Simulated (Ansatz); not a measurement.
Subject: the energy of the reaction as written. Reaction: cell B → cell A. Negative: the products are lower in energy.

Cell A: a sheet of composition Y2, 2 atoms, hexagonal cell of 5.69 Å (28.1 Å²), symmetry P6/mmm, 0.0 Å thick under 16 Å of vacuum, in-plane vectors relaxed; planes from bottom to top: Y2, all atoms in one plane; a model cell; spin state with PBE: parallel moments, net moment 2.5 μB a cell, k-point mesh 12×12×1.
```xyz
2
Lattice="5.6945 0.0000 0.0000 -2.8473 4.9316 0.0000 0.0000 0.0000 16.0000" Properties=species:S:1:pos:R:3 pbc="T T T"
Y      0.0000     3.2877     8.0000
Y      2.8473     1.6439     8.0000
```

Cell B: a sheet of composition Y2, 2 atoms, hexagonal cell of 3.58 Å (11.1 Å²), symmetry P-3m1, 2.7 Å thick under 14 Å of vacuum, in-plane vectors relaxed; planes from bottom to top: Y × 2; a model cell; spin state with PBE: no moments, k-point mesh 18×18×1.
```
Y
1.0
    3.57586     0.00000     0.00000
   -1.78793     3.09679     0.00000
    0.00000     0.00000    17.13501
Y
2
Cartesian
  0.00000   2.06453   9.90828
  1.78793   1.03226   7.22674
```

All numbers come from Ansatz (an electronic-structure program), plane waves with PAW, its default PAW set, cutoff 420 eV. The structures are at rest with PBE. Neutral cells; Fermi-Dirac smearing of at most 0.10 eV in the solids, energies taken to zero width. A dispersion term (D3(BJ), or D4 for r2SCAN) was computed beside these levels and is taken off wherever the name lacks it. Nuclei at rest; no vibrational terms. No search over spin orders was made beyond those shown. The cells' k-point meshes differ in density, so the last digit is unsettled. Cell A has symmetry P6/mmm and got no random move, so less symmetric positions, which may lie lower, weren't tried. Cell B has symmetry P-3m1 and got no random move, so less symmetric positions, which may lie lower, weren't tried.

Problem. Predict the value from PBE.

Solution. 3.87 eV, for cell B → cell A.
